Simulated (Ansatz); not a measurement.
**A computed series for W: response to strain**

Start from W in the bcc (W type) structure (space group Im-3m, No. 229; a = 3.1688 Å; relaxed with 0.1 eV smearing). Axes: x, y, z lie along the cube axes.

Strains are applied to the cell and any free atomic positions relax.

Computed with plane-wave PAW DFT at the r2SCAN level (Ansatz, a first-principles code, 500 eV), no SOC.

Notes on the quantities. pressure: mean of the normal stresses, compression positive; energy relative to the base: free energy F.

| variant | pressure | shortest interatomic distance | energy relative to the base |
|---|---|---|---|
| base | 0.0 GPa | 2.744 Å | 0 meV/atom |
| uniaxial strain ε_zz = +0.50 % | -1.6 GPa | 2.749 Å | +0.7 meV/atom |
| uniaxial strain ε_zz = +1.00 % | -3.1 GPa | 2.753 Å | +2.7 meV/atom |
| uniaxial strain ε_zz = +1.50 % | ? | ? | ? |
| uniaxial strain ε_zz = +2.00 % | -6.0 GPa | 2.763 Å | +10 meV/atom |
| uniaxial strain ε_zz = +2.50 % | -7.4 GPa | 2.767 Å | +16 meV/atom |
| uniaxial strain ε_zz = +3.00 % | -8.8 GPa | 2.772 Å | +23 meV/atom |

Task: Fill in the withheld entries from the trend.

Result: 
- uniaxial strain ε_zz = +1.50 %, pressure: -4.6 GPa
- uniaxial strain ε_zz = +1.50 %, shortest interatomic distance: 2.758 Å
- uniaxial strain ε_zz = +1.50 %, energy relative to the base: +5.9 meV/atom

No phonon test of stability was made. The final runs are not spin-polarised.
